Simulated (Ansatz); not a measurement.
Input and closing output of a thermal-conductivity run in Ansatz (PBEsol).

Ansatz 0.2 input:
```yaml
crystal:
  lattice:
    - [3.1903555413, 0.0, 0.0]
    - [-1.5951777706, 2.7629289458, 0.0]
    - [0.0, 0.0, 5.0981974064]
  atoms:
    - { symbol: Zr, position: [0.3333333333, 0.6666666667, 0.75] }
    - { symbol: Zr, position: [0.6666666667, 0.3333333333, 0.25] }
kpoints:
  mp_grid: { grid: [12, 12, 8] }
hamiltonian:
  xc: pbesol
  pseudopotentials: { kind: paw }
scf:
  occupations: { method: methfessel_paxton, width: 0.15 }
phonons:
  qmesh: [6, 6, 4]
  third_order: { supercell: [3, 3, 2], pair_cutoff: 4.766 }
  lattice_thermal_conductivity:
    qmesh: [19, 19, 11]
    temperatures: [50, 100, 150, 200, 250, 300, 400, 500, 600, 800, 1000]
    isotope_mass_variance:
      - { species: Zr, variance: 0.0003426289 }
```

```
--- Third-order force constants: 89 member SCFs in a 3×3×2 supercell (pair cutoff 4.766 Å, amplitude 0.03 Å, SCF threshold 1.00e-9 eV, Σ member SCF iterations 775) ---
  symmetry images taken by strict's conditions (phonons.symmetry_images: auto; settled by no image being taken that strict refuses)
  350 force-constant blocks with the first atom in the home cell, fitted with 79 parameters over 8 symmetry orbits; 84 atom triplets left out: in this supercell the nearest copies of their three atoms do not form a …
  sum-rule residual: 1.017e0 → 4.900e-15 eV/Å³; symmetrization residual: 7.407e-3 eV/Å³; largest sum-rule correction relative to its orbit: 2.715e-1, on the orbit of the block of home site 0 with site 1 of cell (-1, -1, …
--- Lattice thermal conductivity: 19×19×11 mesh (240 irreducible points), tetrahedron method ---
  three-phonon and isotope scattering only; four-phonon, boundary and, in a metal, phonon-electron scattering are left out
  each conductivity is what the modes' populations carry and what the coherences between them add
  conductivity (a third of the tensor's trace), W/(m K), in the relaxation-time approximation and from the full solution:
       T (K)   relaxation time   full solution  iterations             ending  least Ritz value
       50.00           54.7950         59.3049           8          converged          6.157e-1
      100.00           29.5271         32.0855           8          converged          6.131e-1
      150.00           20.7751         22.6818           8          converged          6.109e-1
      200.00           16.0374         17.5595           8          converged          6.092e-1
      250.00           13.0584         14.3236           8          converged          6.079e-1
      300.00           11.0145         12.0962           8          converged          6.069e-1
      400.00            8.3961          9.2336           8          converged          6.055e-1
      500.00            6.7929          7.4758           8          converged          6.046e-1
      600.00            5.7116          6.2879           8          converged          6.040e-1
      800.00            4.3475          4.7865           8          converged          6.031e-1
     1000.00            3.5231          3.8776           8          converged          6.026e-1
```

Cost: roughly 16 core-hours.

Another polymorph of this substance is known too; which is more stable was not tested here. This is the lattice part alone, without phonon-electron scattering, which would lower it where carriers are present.

The crystal is held in this phase at every temperature of the table. The rows at 50 K are not to be relied on: poorly sampled, not converged, or near or above melting.

Ansatz is a program for electronic structure.
